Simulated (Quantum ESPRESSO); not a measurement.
Worked example: self-consistent single point of LaIn5Rh (P4/mmm, 7 atoms in the cell) in Quantum ESPRESSO.

Method: LDA (PZ), GBRV 1.5 ultrasoft (LDA) pseudopotentials (plane waves; Quantum ESPRESSO 7.5).

```xyz
7
Lattice="4.6426 0.0000 0.0000 0.0000 4.6426 0.0000 0.0000 0.0000 7.5303" Properties=species:S:1:pos:R:3 pbc="T T T"
La     0.0000     0.0000     0.0000
In     2.3213     2.3213     0.0000
In     2.3213     0.0000     5.2127
In     2.3213     0.0000     2.3176
In     0.0000     2.3213     5.2127
In     0.0000     2.3213     2.3176
Rh     0.0000     0.0000     3.7652
```

Reference input (self-consistent single point, DFT, PBEsol, plane waves, GBRV 1.5 ultrasoft (PBESOL) pseudopotentials): ecutwfc = 40 Ry; ecutrho = 320 Ry; occupations = smearing; smearing = fd; degauss = 0.0036749 Ry; K_POINTS = automatic 5 5 3 0 0 0; conv_thr = 1e-10 Ry. This run's input differs from it in these lines:

```diff
@@ -24,5 +24,5 @@
 ATOMIC_SPECIES
-La   138.9055  la_pbesol_v1.uspp.F.UPF
-In   114.8180  in_pbesol_v1.4.uspp.F.UPF
-Rh   102.9055  rh_pbesol_v1.4.uspp.F.UPF
+La   138.9055  la_lda_v1.uspp.F.UPF
+In   114.8180  in_lda_v1.4.uspp.F.UPF
+Rh   102.9055  rh_lda_v1.4.uspp.F.UPF
 ATOMIC_POSITIONS angstrom
```

The program printed (abridged):

```
     Self-consistent Calculation

     iteration #  1     ecut=    40.00 Ry     beta= 0.70

---- Real-time Memory Report at c_bands before calling an iterative solver
           982 MiB given to the printing process from OS
           127 MiB allocation reported by mallinfo(arena+hblkhd)
------------------

     negative rho (up, down):  6.999E-02 0.000E+00

     total energy              =    -912.44816586 Ry
     estimated scf accuracy    <      39.59723568 Ry

     iteration #  2     ecut=    40.00 Ry     beta= 0.70

---- Real-time Memory Report at c_bands before calling an iterative solver
   [... lines left out ...]
           159 MiB allocation reported by mallinfo(arena+hblkhd)
------------------
     c_bands:  1 eigenvalues not converged

     negative rho (up, down):  1.129E-01 0.000E+00

     total energy              =    -939.38010304 Ry
     estimated scf accuracy    <          6.2E-10 Ry

     iteration # 16     ecut=    40.00 Ry     beta= 0.70

---- Real-time Memory Report at c_bands before calling an iterative solver
          1077 MiB given to the printing process from OS
           159 MiB allocation reported by mallinfo(arena+hblkhd)
------------------

     negative rho (up, down):  1.129E-01 0.000E+00
     End of self-consistent calculation

     the Fermi energy is    12.4528 ev

!    total energy              =    -939.38010304 Ry
     estimated scf accuracy    <          3.1E-11 Ry
     smearing contrib. (-TS)   =      -0.00207041 Ry
     internal energy E=F+TS    =    -939.37803263 Ry

     convergence has been achieved in  16 iterations

     negative rho (up, down):  1.129E-01 0.000E+00

     Forces acting on atoms (cartesian axes, Ry/au):

     atom    1 type  1   force =     0.00000000    0.00000000    0.00000000
     atom    2 type  2   force =     0.00000000    0.00000000    0.00000000
     atom    3 type  2   force =     0.00000000    0.00000000    0.00429954
     atom    4 type  2   force =     0.00000000    0.00000000   -0.00429954
     atom    5 type  2   force =     0.00000000    0.00000000    0.00429954
   [... lines left out ...]
     Total force =     0.008599     Total SCF correction =     0.000008
   [... lines left out ...]

     negative rho (up, down):  1.129E-01 0.000E+00
          total   stress  (Ry/bohr**3)                   (kbar)     P=      -26.21
  -0.00017372   0.00000000   0.00000000          -25.56        0.00        0.00
   0.00000000  -0.00017372   0.00000000            0.00      -25.56        0.00
   0.00000000   0.00000000  -0.00018703            0.00        0.00      -27.51

   JOB DONE.
```

The run converged in 16 iterations. Against the reference run the pressure goes from -0.19 to -2.62 GPa and the largest force goes from 0.188 to 0.111 eV/Å.

The starting cell comes from a database of computed structures (which also holds hypothetical and non-ambient phases and stackings), without a prior relaxation at this level. Its lattice was rescaled by a random factor within 2.5 % of one. Spin polarisation is off.

Cost on one core of a shared machine: roughly 3 min.
